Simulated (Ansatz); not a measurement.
Start from InP in the wurtzite structure (space group P6_3mc, No. 186; a = 4.149 Å, c = 6.810 Å; a model cell, its experimental status unchecked).

Level of theory: Ansatz (a first-principles code) PBEsol, scalar-relativistic without spin-orbit coupling.

One change was made to it. Results:

The c/a ratio increases by 0.002 (1.642 → 1.644); the shortest interatomic distance shrinks by 0.049 Å (2.543 Å → 2.494 Å).

Question: What was done to the base?
A) pressure 15 GPa
B) pressure 4.5 GPa
C) pressure −2 GPa
D) pressure −1 GPa
E) pressure 0.9 GPa

Answer: B, pressure 4.5 GPa. For comparison, the shortest interatomic distance in the other runs: pressure 15 GPa gives 2.414 Å; pressure −2 GPa gives 2.570 Å; pressure −1 GPa gives 2.556 Å; pressure 0.9 GPa gives 2.532 Å.

Load acts through the strain it causes; cell and atoms are relaxed under it. Whether these cells are dynamically stable was not tested. Competing high-pressure phases were not computed. This is not the structure that InP has at room temperature and ambient pressure.
